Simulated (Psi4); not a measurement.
Psi4 1.11, PBE0/def2-svp: Ga(OH)2(SiMe3) (C[Si](C)(C)[Ga]([OH])[OH]), 18 atoms. The geometry is a generated start, not checked to be a minimum at this level.

```json
{
  "task": "energy",
  "method": "pbe0",
  "basis": "def2-svp",
  "memory": "3 GB",
  "maxiter": "100",
  "keys_of_the_molecule_block": "symmetry c1",
  "scf_type": "df (default)",
  "e_convergence": "1e-06 (default)",
  "d_convergence": "1e-06 (default)",
  "dft_radial_points": "75 (default)",
  "dft_spherical_points": "302 (default)",
  "basis_functions": "175",
  "grid_points": "383505"
}
```

```xyz
18

Ga     1.0491    -0.4653     1.5360
O      0.3649    -1.7167     2.5351
H      0.2527    -2.3069     3.2737
O      2.3437     0.6069     2.0066
H      2.9796     0.9628     2.6231
Si    -0.2082     0.0842    -0.4302
C      0.9511     0.9212    -1.6980
C     -1.5943     1.2709     0.1470
C     -0.9237    -1.5372    -1.1440
H      0.4048     1.3432    -2.5364
H      1.5102     1.7208    -1.2209
H      1.6693     0.2064    -2.0906
H     -1.1574     2.1554     0.6039
H     -2.2103     0.7819     0.8982
H     -2.2413     1.5928    -0.6642
H     -1.3989    -2.1093    -0.3526
H     -0.1318    -2.1524    -1.5642
H     -1.6595    -1.3590    -1.9224
```

With the defaults (diis = true, scf_initial_accelerator = adiis, damping_percentage = 0, level_shift = 0, level_shift_cutoff = 0.01, guess = auto, which took SAD, diis_max_vecs = 10, soscf = false, soscf_start_convergence = 0.01) it converges in 10 SCF iterations. One run each on 2 threads, with these changes:
- soscf = true
- scf_initial_accelerator = ediis
- damping_percentage = 20
- guess = gwh
- level_shift = 0.5, level_shift_cutoff = 0.001
- diis_max_vecs = 20
- diis = false, scf_initial_accelerator = none, damping_percentage = 60
- diis_max_vecs = 6
- soscf = true, soscf_start_convergence = 0.001

**Question.** Name the settings that don't reach the solution of the defaults.

**Answer.** No convergence: diis = false, scf_initial_accelerator = none, damping_percentage = 60 (the run ends without SCF convergence in 100 iterations). The rest reach the solution of the defaults.

```
setting                                                                SCF iterations  JK calls             end
---------------------------------------------------------------------  --------------  --------  --------------
soscf = true                                                                        8        29   same solution
soscf = true, soscf_start_convergence = 0.001                                       8        19   same solution
level_shift = 0.5, level_shift_cutoff = 0.001                                       9        10   same solution
the defaults                                                                       10        11   same solution
diis_max_vecs = 20                                                                 10        11   same solution
scf_initial_accelerator = ediis                                                    10        11   same solution
diis_max_vecs = 6                                                                  11        12   same solution
guess = gwh                                                                        16        16   same solution
damping_percentage = 20                                                            20        21   same solution
diis = false, scf_initial_accelerator = none, damping_percentage = 60             100       101  no convergence
```

An SOSCF iteration holds several JK calls; a Hückel guess adds calls on atoms. 1 further run of the study ended by our limits or in an error and is left out.
